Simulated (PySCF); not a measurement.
PySCF 2.14.0, unrestricted BP86/def2-svp, df: Ti(Cl)2(O) cation ([O]=[Ti]([Cl])[Cl]), charge +1, multiplicity 2, 4 atoms. The geometry is a generated start, not checked to be a minimum at this level.

```json
{
 "task": "energy",
 "method": "bp86",
 "basis": "def2-svp",
 "two_electron_scheme": "density fitting",
 "mol.max_memory": "3000 MB",
 "mf.max_cycle": "100",
 "mf.init_guess": "minao (default)",
 "mf.DIIS": "CDIIS (default)",
 "mf.diis_space": "8 (default)",
 "mf.conv_tol": "1e-09 (default)",
 "mf.grids.level": "3 (default)",
 "basis_functions": "81",
 "grid_points": "72752"
}
```

```xyz
4

Ti    -0.3341    -0.3670    -0.3314
Cl     1.7508    -0.1358    -0.7730
Cl    -0.3995    -0.5125     1.8099
O     -1.0171     1.0153    -0.7055
```

Charge 1 and multiplicity 2 are set for this test and not shown to be the ground state.

One run each on 2 threads, 1 BLAS thread. Values of level_shift (Hartree) tried: 0 (default), 0.1, 0.3, 1.

**Question.** How does the count of Fock builds change with level_shift (Hartree), and where is it least?

**Answer.** Fewest Fock builds: 0 (default) with 18. The run ends without SCF convergence in 100 cycles at 0.1, 0.3, 1.

```tsv
level_shift (Hartree)	Fock builds	end
0 (default)	18	same solution
0.1	42	no convergence
0.3	78	no convergence
1	101	no convergence
```
